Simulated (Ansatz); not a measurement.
Model: Si(111) 1x1 surface, 6 top atoms, 3 bilayers, bottom bilayer H-capped and fixed, every top atom capped by H; cell 11.5 x 6.6 Å; two neighbouring H replaced by OH; about 7 Å thick over the host's atoms, 18 atoms held. Method: PBE-D3(BJ) (plane waves to 420 eV, PAW; Ansatz, a first-principles code). k mesh 1 x 2 x 1. The slab states were run without spin polarisation. No spin-orbit coupling. Slab thickness, cell and mesh are as stated and are not converged limits. Barriers come from a climbing-image nudged elastic band between relaxed ends, or a saddle search from its top (force threshold 0.05 eV/Å), without zero-point or thermal terms. The saddle order is not shown. The ends were relaxed from one prepared geometry each.

Elementary step: SnCl4 exchanges a ligand with a surface O-H group and HCl forms. Bonds to break: O(46)-H(47), Sn(a0)-Cl(a1). Bonds to form or keep: O(46)-Sn(a0), H(47)-Cl(a1).

Relaxed start, atoms near the reaction:

```
atom    x (Å)  y (Å)   z (Å)
------  -----  -----  ------
Si(1)   1.978  3.354   9.452
Si(15)  3.826  6.642   9.485
Si(16)  5.670  3.367   9.540
Si(17)  5.750  1.134   8.793
Si(18)  3.838  4.473   8.605
H(29)   3.782  6.560  10.980
Si(33)  7.657  4.441   8.864
H(44)   7.744  6.756  11.035
O(46)   5.289  3.482  11.205
H(47)   4.311  3.530  11.337
O(48)   2.350  3.454  11.102
H(49)   1.762  3.042  11.754
Sn(a0)  6.039  3.161  13.629
Cl(a1)  4.033  4.335  13.882
Cl(a2)  7.857  4.342  12.768
Cl(a3)  5.773  0.928  13.004
Cl(a4)  6.716  2.918  15.858
```

Q: What does the calculation give for this step?

A: Barrier 0.96 eV forward and 0.47 eV back, reaction energy +0.49 eV (the top comes from a saddle search started at the highest image of an unfinished band).

Q: How long are the bonds that change, at the top of the path?

A: 
```
pair           start (Å)  top (Å)  end (Å)
-------------  ---------  -------  -------
O(46)-H(47)         0.99     1.30     3.91
O(46)-Sn(a0)        2.56     2.06     1.94
H(47)-Cl(a1)        2.68     1.48     1.31
Sn(a0)-Cl(a1)       2.34     3.27     5.11
```
